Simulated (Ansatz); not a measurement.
## Effect of pressure 4.5 GPa on Ti

The parent structure is Ti in the hcp (Mg type) structure (space group P6_3/mmc, No. 194; a = 2.864 Å, c = 4.534 Å).

One thing is altered: a hydrostatic pressure of 4.5 GPa.

The values are results of Kohn–Sham DFT with the LDA functional, run in Ansatz (an electronic-structure program) with PAW and 420 eV plane waves, no spin-orbit coupling, not measurements. k-mesh 19×19×10 (Γ-centred); smearing 0.05 eV (Fermi–Dirac).

| quantity | base | changed | shift |
|---|---|---|---|
| volume per atom | 16.11 Å³ | 15.58 Å³ | -0.53 Å³ |
| lattice parameter a | 2.864 Å | 2.831 Å | -0.033 Å |
| c/a ratio | 1.583 | 1.585 | +0.002 |
| shortest interatomic distance | 2.806 Å | 2.776 Å | -0.030 Å |
| enthalpy H = E + PV relative to the base's energy | – | +0.44 eV/atom | – |
| band gap | zero | zero | – |

Final structure:

```
CELL_PARAMETERS angstrom
      2.83116     0.00000     0.00000
     -1.41558     2.45186     0.00000
      0.00000     0.00000     4.48766
ATOMIC_POSITIONS crystal
  Ti 0.66667 0.33333 0.75000
  Ti 0.33333 0.66667 0.25000
```

Cost of the whole job for the changed cell (relaxation, final SCF and bands): about 25 core-seconds (a rough figure).

Load acts through the strain it causes; cell and atoms are relaxed under it. No phonon test of stability was made. The final runs are not spin-polarised.
